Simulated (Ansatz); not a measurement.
## Response to strain in SiO2

Base system: SiO₂ in the rutile structure (space group P4_2/mnm, No. 136; a = 4.2361 Å, c = 2.6904 Å). Axes: x, y, z lie along a, b, c of the conventional cell.

Strains are applied to the cell and any free atomic positions relax; under biaxial strain the out-of-plane vector relaxes too.

Calculations: PBE (Ansatz, a first-principles code; PAW; 420 eV plane waves; spin-orbit coupling left out).

Notes on the quantities. in-plane stress: mean in-plane stress (compression positive).

| case | in-plane stress | band gap | width of the top valence band |
|---|---|---|---|
| base | – | 5.04 eV | 2.56 eV |
| biaxial strain −3.00 %, plane normal [001], relaxed out of plane | (withheld) | (withheld) | (withheld) |
| biaxial strain −2.40 %, plane normal [001], relaxed out of plane | +13.0 GPa | 5.43 eV | 2.63 eV |
| biaxial strain −1.80 %, plane normal [001], relaxed out of plane | +9.4 GPa | 5.33 eV | 2.62 eV |
| biaxial strain −1.20 %, plane normal [001], relaxed out of plane | +6.0 GPa | 5.23 eV | (withheld) |
| biaxial strain −0.60 %, plane normal [001], relaxed out of plane | +2.9 GPa | 5.13 eV | 2.58 eV |

What belongs in the blanks?


- biaxial strain −3.00 %, plane normal [001], relaxed out of plane, in-plane stress: +16.9 GPa
- biaxial strain −3.00 %, plane normal [001], relaxed out of plane, band gap: 5.54 eV
- biaxial strain −3.00 %, plane normal [001], relaxed out of plane, width of the top valence band: 2.65 eV
- biaxial strain −1.20 %, plane normal [001], relaxed out of plane, width of the top valence band: 2.60 eV

Whether these cells are dynamically stable was not tested.
